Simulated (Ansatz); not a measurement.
**MnRh in the CsCl type structure (space group Pm-3m, No. 221; ferromagnetic)**

Space group Pm-3m (No. 221); a = 2.987 Å, b = 2.987 Å, c = 2.987 Å, α = 90.00°, β = 90.00°, γ = 90.00°

| atom | site | symmetry | x | y | z |
|---|---|---|---|---|---|
| Mn | 1a | m-3m | 0.0000 | 0.0000 | 0.0000 |
| Rh | 1b | m-3m | 0.5000 | 0.5000 | 0.5000 |

The values are results of Kohn–Sham DFT with the PBEsol functional, run in Ansatz (a first-principles code) with PAW and 420 eV plane waves, no spin-orbit coupling, not measurements. Γ-centred 16×16×16 mesh, Fermi–Dirac width 0.05 eV.

The volume per atom is 13.33 Å³, the density is 9.83 g/cm³ and the band gap comes out as zero. The magnetic state is ferromagnetic and the total energy is -5103.824 eV/atom (σ→0; compares only within this code and set-up).

Other magnetic orders, which the real material may have, were not ruled out. Whether these cells are dynamically stable was not tested.
